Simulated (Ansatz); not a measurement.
We consider fluorite HfO2 (high-temperature phase), described by BLYP (Ansatz, a program for electronic structure, plane waves, PAW).

Run with plane-wave cutoff 520 eV, 8×8×8 k mesh, perturbation theory, scalar-relativistic PAW data made under PBE.

Computed at the level's own relaxed cell.

```yaml
crystal:
  lattice:
    - [0.00000, 2.57132, 2.57132]
    - [2.57132, 0.00000, 2.57132]
    - [2.57132, 2.57132, 0.00000]
  atoms:
    - { symbol: Hf, position: [0.00000, 0.00000, 0.00000] }
    - { symbol: O, position: [0.25000, 0.25000, 0.25000] }
    - { symbol: O, position: [0.75000, 0.75000, 0.75000] }
```

Harmonic phonon frequencies (cm⁻¹; i marks an imaginary mode; at Γ without the LO shift):

```json
[
 {"q point": "Γ", "frequencies": "0 0 0 198 198 198 554 554 554"},
 {"q point": "X", "frequencies": "240i 85 85 245 267 267 539 539 668"},
 {"q point": "U", "frequencies": "148i 82 140 195 302 334 513 551 646"},
 {"q point": "L", "frequencies": "77 77 177 378 378 482 486 486 564"},
 {"q point": "W", "frequencies": "120i 88 175 175 191 438 438 582 639"}
]
```

Imaginary modes appear, so the structure is dynamically unstable at this level.

Note: symmetry holds this phase in the static calculation, where it need not be a minimum; the run finds an imaginary mode (240i cm⁻¹), so the cell is a saddle point at this level.
